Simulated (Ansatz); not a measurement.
**A constructed model of the (111)A surface of zinc-blende GaSb, Ga-terminated, 2x2 Ga adatom at T1 (bottom of the slab: 3 H on 4 bottom sites)**

Method: PBE (plane waves to 420 eV, PAW; Ansatz, a first-principles code).

Set-up: 36 atoms, 16.0 Å thick at the start with caps and adatoms; mesh 3x3x1; 0.025 eV smearing; dipole correction on; 8 atoms held, the rest relaxed; symmetry of the start imposed; no spin (no spin-polarised run to compare, though such a face may carry moments), no spin-orbit, no U. The slab shows no gap over 0.04 eV on its mesh. It is one candidate, not shown to be the stable structure of the face.

| Property | Value |
|---|---|
| work function of the top face | 3.44 eV |
| energy released by relaxation | 0.77 eV |
| cost | very roughly 60 core-minutes |
